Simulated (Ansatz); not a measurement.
Defect: interstitial H in bixbyite In2O3 with all lengths changed by +1 %, charge state +1. The step: several atoms move together, H the farthest; the atom moves 2.29 Å along (0.18, -0.04, -0.13) of the unit cell; the moving atom starts with neighbours O at 0.99, O at 1.84 Å and ends with O at 0.99, 2 O at 2.08 Å. DFT values are from Ansatz (plane-wave PAW, 420 eV unless said) in a cell of 80 host sites, spin-restricted, static, with no finite-size correction. The charge state is imposed; whether it is stable for some Fermi level was not computed. Sites that were not tried may lie lower. For the PBE band: the saddle point's order was not checked.

```
Level                                                              Forward barrier (eV)  Cost of the band or of the saddle's single point
-----------------------------------------------------------------  --------------------  ------------------------------------------------
CHGNet universal potential (has no charge state), its own band                     0.48                                                 -
PBE, one k-point at (0.250, 0.250, 0.250), band relaxed                            0.59                           roughly 19 core-minutes
PBE, a 2×2×2 k-point mesh shifted by half a step, same geometries                  0.59                     very roughly 2.0 core-minutes
```

Ansatz is a first-principles code.
